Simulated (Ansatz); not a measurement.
Consider CdGeAs2 in the chalcopyrite structure (space group I-42d, No. 122; a = 6.048 Å, c = 11.488 Å).

Level of theory: PBE/PAW in Ansatz (an electronic-structure program), without spin-orbit coupling.

Before the change:

The pressure comes out as -0.01 GPa.

Perturbation: every lattice vector is shortened by 0.75 %, atoms relaxed at fixed cell.

Problem. What happens to the pressure and energy relative to the base?

Solution. The pressure (mean of the normal stresses, compression positive) goes up by 1.252 GPa to 1.25 GPa; the energy increases by 2.2 meV/atom.

The cells carry an imposed strain or load. Whether these cells are dynamically stable was not tested.
